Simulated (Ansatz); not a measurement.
Pressure series in RuP2

Start from RuP$_{2}$ (space group Pnnm, No. 58).

```
CELL_PARAMETERS angstrom
      5.10265     0.00000     0.00000
      0.00000     5.86860     0.00000
      0.00000     0.00000     2.86199
ATOMIC_POSITIONS crystal
  P  0.33753 0.87183 0.50000
  P  0.66247 0.12817 0.50000
  P  0.83753 0.62817 0.00000
  P  0.16247 0.37183 0.00000
  Ru 0.50000 0.50000 0.50000
  Ru 0.00000 0.00000 0.00000
```

Cell and atoms are relaxed at each pressure.

Levels (all Ansatz, a first-principles code, PAW): PBEsol (420 eV, no SOC); HSE06 (420 eV, no SOC).

Band gaps by level, all at the geometries relaxed with PBEsol:

```csv
case,PBEsol,HSE06
base,0.47 eV,1.06 eV
pressure −1 GPa,0.48 eV,1.07 eV
pressure 0.3 GPa,0.47 eV,1.06 eV
pressure 0.7 GPa,0.46 eV,1.06 eV
pressure 1.5 GPa,0.46 eV,___
pressure 3 GPa,0.44 eV,___
pressure 5 GPa,0.43 eV,1.03 eV
pressure 10 GPa,0.41 eV,___
```

**Question.** Some entries are withheld; estimate them.

**Answer.** 
- pressure 1.5 GPa, HSE06: 1.05 eV
- pressure 3 GPa, HSE06: 1.04 eV
- pressure 10 GPa, HSE06: 1.02 eV

Single points use the geometry relaxed with PBEsol. HSE06 was sampled on its mesh, a few special points and the semilocal edge points, so its gap is an upper bound. Load acts through the strain it causes; cell and atoms are relaxed under it. Whether these cells are dynamically stable was not tested. No other phases were tried under pressure.
